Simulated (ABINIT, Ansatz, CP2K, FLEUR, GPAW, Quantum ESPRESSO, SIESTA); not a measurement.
# Code comparison for PNO (I2_12_12_1, 6 atoms in the cell)

Self-consistent single point, at a second geometry (lattice scaled by 0.98). First geometry:

```
CELL_PARAMETERS angstrom
     -2.22378     2.38856     3.50218
      2.22378    -2.38856     3.50218
      2.22378     2.38856    -3.50218
ATOMIC_POSITIONS crystal
  P  0.61083 0.86083 0.75000
  P  0.88917 0.63917 0.25000
  N  0.75000 0.89204 0.14204
  N  0.25000 0.60796 0.35796
  O  0.87288 0.75000 0.62288
  O  0.62712 0.25000 0.87712
```

Shared settings, as Ansatz (a first-principles code) writes them: kpoints.mp_grid.grid = 5 5 5; scf.occupations.method = fixed. Potentials and cutoffs stand in the table.

```json
[
 {"code": "CP2K", "model": "LDA (Pade form), GPW, DZVP-MOLOPT-SR-GTH basis, GTH-PADE potentials (GTH_POTENTIALS)", "ΔF from the first geometry (meV/atom)": "33.8", "pressure (GPa)": "14.90", "largest force (eV/Å)": "1.178", "gap on the mesh (eV)": "5.418", "cutoff": "grid 450 Ry"},
 {"code": "Ansatz", "model": "LDA (PW92), default PAW files made with PBE", "ΔF from the first geometry (meV/atom)": "30.6", "pressure (GPa)": "13.55", "largest force (eV/Å)": "1.172", "gap on the mesh (eV)": "5.320", "cutoff": "default"},
 {"code": "GPAW", "model": "LDA (Perdew-Wang 92), GPAW PAW datasets LDA (gpaw-data 1.0.1)", "ΔF from the first geometry (meV/atom)": "45.0", "pressure (GPa)": "–", "largest force (eV/Å)": "1.444", "gap on the mesh (eV)": "5.301", "cutoff": "950 eV"},
 {"code": "ABINIT", "model": "LDA (PW92), norm-conserving pseudopotentials (PseudoDojo nc-sr-04 LDA standard)", "ΔF from the first geometry (meV/atom)": "24.1", "pressure (GPa)": "12.65", "largest force (eV/Å)": "1.015", "gap on the mesh (eV)": "5.338", "cutoff": "84 Ry"},
 {"code": "SIESTA", "model": "LDA PW92, numerical atomic orbitals DZP, PseudoDojo LDA standard norm-conserving potentials (rewritten from UPF to PSML)", "ΔF from the first geometry (meV/atom)": "42.6", "pressure (GPa)": "17.04", "largest force (eV/Å)": "1.701", "gap on the mesh (eV)": "5.175", "cutoff": "grid 350 Ry"},
 {"code": "Quantum ESPRESSO", "model": "LDA (PZ), GBRV 1.5 ultrasoft (LDA) pseudopotentials", "ΔF from the first geometry (meV/atom)": "35.2", "pressure (GPa)": "15.32", "largest force (eV/Å)": "1.230", "gap on the mesh (eV)": "5.310", "cutoff": "40 Ry"},
 {"code": "FLEUR", "model": "LDA (Perdew-Zunger), all-electron FLAPW (FLEUR), scalar-relativistic valence", "ΔF from the first geometry (meV/atom)": "42.6", "pressure (GPa)": "–", "largest force (eV/Å)": "1.250", "gap on the mesh (eV)": "5.312", "cutoff": "Kmax 4.7 1/bohr"}
]
```

For Ansatz (by 0.7 GPa) the energy change implies a higher mean pressure, against the two pressures, than for the other programs: a sign of finite-basis (Pulay) stress.

Size of the force on each atom (eV/Å): Sizes of forces hide their directions.

```json
[
 {"code": "CP2K", "P1": "0.102", "P2": "0.102", "N3": "1.178", "N4": "1.178", "O5": "1.111", "O6": "1.111"},
 {"code": "Ansatz", "P1": "0.266", "P2": "0.266", "N3": "1.172", "N4": "1.172", "O5": "0.899", "O6": "0.899"},
 {"code": "GPAW", "P1": "0.111", "P2": "0.111", "N3": "1.444", "N4": "1.444", "O5": "1.210", "O6": "1.210"},
 {"code": "ABINIT", "P1": "0.337", "P2": "0.337", "N3": "1.015", "N4": "1.015", "O5": "0.753", "O6": "0.753"},
 {"code": "SIESTA", "P1": "0.122", "P2": "0.121", "N3": "1.701", "N4": "1.701", "O5": "1.356", "O6": "1.355"},
 {"code": "Quantum ESPRESSO", "P1": "0.261", "P2": "0.261", "N3": "1.230", "N4": "1.230", "O5": "0.989", "O6": "0.989"},
 {"code": "FLEUR", "P1": "0.260", "P2": "0.260", "N3": "1.250", "N4": "1.250", "O5": "0.945", "O6": "0.945"}
]
```

A dash marks a value that a program does not give, or that is left out as unsure.

Gaps are read on the mesh.

The spread over the programs that give each value: ΔF from the first geometry within 20.9 meV/atom; pressure within 4.39 GPa; largest force within 0.686 eV/Å; gap on the mesh within 0.243 eV.

CP2K and SIESTA use small atom-centred bases, whose incompleteness enters pressures, forces and empty levels differently from a plane-wave cutoff. FLEUR treats all electrons, but the usual bases taken here (sphere radii, linearisation, local orbitals, empty states) were not tested for convergence, so the values are no reference for the others. Ansatz's pressure is given at a fixed set of plane waves, as the other plane-wave codes print theirs; with its correction for the finite basis it is 14.36 GPa (the shift of 0.80 GPa shows how far the cutoff is from converged). The pressure of GPAW is left out: its cutoff lies under the one at which its stress was checked. The same LDA comes in different parametrisations, which differ slightly. In the pressure, CP2K (by 1.34), SIESTA (by 3.49) and Quantum ESPRESSO (by 1.77) lie more than 1 GPa from the median of the plane-wave programs. In the gap, SIESTA (by 0.140) lies more than 0.12 eV from the median of the plane-wave programs.

The starting cell comes from a database of computed structures (which also holds hypothetical and non-ambient phases and stackings), without a prior relaxation at this level. For this run, on top of that: lattice scaled by 0.98.

Keys are those of Ansatz 0.2.
